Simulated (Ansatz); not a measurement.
The parent structure is SiO$_{2}$ (space group P3_221, No. 154).

```xyz
9
Lattice="5.0221 0.0000 0.0000 -2.5111 4.3493 0.0000 0.0000 0.0000 5.5103" Properties=species:S:1:pos:R:3 pbc="T T T"
Si     1.1971     2.0734     0.0000
Si     2.6279     0.0000     3.6735
Si    -1.3140     2.2759     1.8368
O      1.6822     0.6922     4.8038
O      3.5816     1.1107     2.9670
O     -0.2416     1.8029     0.7065
O      1.0705     3.2385     4.3800
O     -0.8289     3.6571     2.5433
O      2.2694     2.5464     1.1303
```

Cartesian axes are those of the cell as printed.

Method: Ansatz (a first-principles code) PBE, no spin-orbit coupling.

Strains are applied to the cell and any free atomic positions relax.

One change was made to it. Results:

| quantity | base | after |
|---|---|---|
| pressure (mean of the normal stresses, compression positive) | 0.0 kbar | -2.8 kbar |
| energy relative to the base (free energy F) | 0 meV/atom | +0.2 meV/atom |
| largest internal atomic displacement | – | 0.021 Å |

Problem. Which of these changes matches the shifts?
A) uniaxial strain ε_zz = +0.75 %
B) uniaxial strain ε_zz = +2.25 %
C) uniaxial strain ε_zz = +3.00 %
D) uniaxial strain ε_zz = +1.50 %

Solution. A, uniaxial strain ε_zz = +0.75 %. For comparison, the pressure in the other runs: uniaxial strain ε_zz = +1.50 % gives -5.5 kbar; uniaxial strain ε_zz = +2.25 % gives -7.5 kbar; uniaxial strain ε_zz = +3.00 % gives -9.6 kbar.

Whether these cells are dynamically stable was not tested.
